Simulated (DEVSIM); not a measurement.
Device: illuminated Ge p-on-n cell, one wavelength, at 350 K.

```tsv
layer (left to right)	material	thickness (μm)	Nd (cm⁻³)	Na (cm⁻³)	τn (s)	τp (s)	absorption coefficient (cm⁻¹)
1	Ge	0.160	-	5.1e17	3.1e-7	9.4e-7	450
2	Ge	170	9.3e16	-	1.3e-6	1.3e-6	450
```

Left contact: ohmic, minority electron recombination velocity 600 cm/s. Right contact: ohmic, minority hole recombination velocity 2000 cm/s. Voltage is applied to the left contact. Recombination: SRH at mid-gap, radiative, Auger. Light enters at the left, 1.4e18 photons cm⁻² s⁻¹, one pass, no reflection. Mobility is constant in doping.

This is a model device: material constants are rounded textbook-type values typed into the input, and sizes, dopings and lifetimes were drawn at random. Values at 300 K; Nc and Nv go as T^1.5, mobilities as T to minus their exponent, the gap by Varshni's rule with the affinity fixed.

```tsv
parameter	Ge
gap (eV)	0.664
affinity (eV)	4
permittivity	16
Nc (cm⁻³)	1.04e19
Nv (cm⁻³)	6e18
μn (cm²/Vs)	3900
μp (cm²/Vs)	1900
T exponent of μn	1.66
T exponent of μp	2.33
B (cm³/s)	6.4e-14
Cn (cm⁶/s)	1e-31
Cp (cm⁶/s)	1e-31
Varshni α (eV/K)	0.000477
Varshni β (K)	235
```

DEVSIM, 1D drift-diffusion, Boltzmann statistics, complete ionisation; no tunnelling, impact ionisation, image-force lowering or self-heating.

The photon flux was swept, all else fixed.

| photon flux (cm^-2 s^-1) | short-circuit current (mA/cm²) | largest power (mW/cm²) | open-circuit voltage (V) | fill factor |
|---|---|---|---|---|
| 4.2e16 | ___ | 0.151 | ___ | ___ |
| 1.4e17 | 17.3 | 0.866 | 0.107 | 0.47 |
| 4.2e17 | 51.8 | 3.86 | 0.140 | 0.53 |
| 1.4e18 | 173 | 17.5 | 0.176 | 0.58 |
| 4.2e18 | 518 | 67.2 | 0.209 | 0.62 |
| 1.4e19 | 1730 | 275 | 0.246 | 0.65 |
| 4.2e19 | 5200 | 980 | 0.280 | 0.67 |

Problem. Complete the blanks.

Solution. 
- 4.2e16, short-circuit current (mA/cm²): 5.18
- 4.2e16, open-circuit voltage (V): 0.073
- 4.2e16, fill factor: 0.40
